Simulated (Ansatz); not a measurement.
Base system: NbAs (space group I4_1md, No. 109; a = 3.4391 Å, c = 11.5922 Å).

Computed with Kohn–Sham DFT with the PBEsol functional, run in Ansatz (a first-principles code) with PAW and 420 eV plane waves, no SOC, earlier PAW set.

Before the change:

The space group is I4_1md (No. 109), the density comes out as 8.13 g/cm³ and the shortest interatomic distance is 2.602 Å. The band gap is zero.

Modification: full substitution As → In; the structure is relaxed again.

Q: Predict the new space group, density, shortest interatomic distance and band gap.

A: The space group becomes I4_1/amd (No. 141) (base: I4_1md (No. 109)); the density increases by 0.90 g/cm³ to 9.03 g/cm³; the shortest interatomic distance grows by 0.3152 Å (2.602 Å → 2.918 Å); the band gap is still zero.

Whether these cells are dynamically stable was not tested. As relaxed here, NbIn is a hypothetical phase, not in the database extracts checked. The final runs are not spin-polarised. The zero or small gap of NbAs can change with the level of theory.
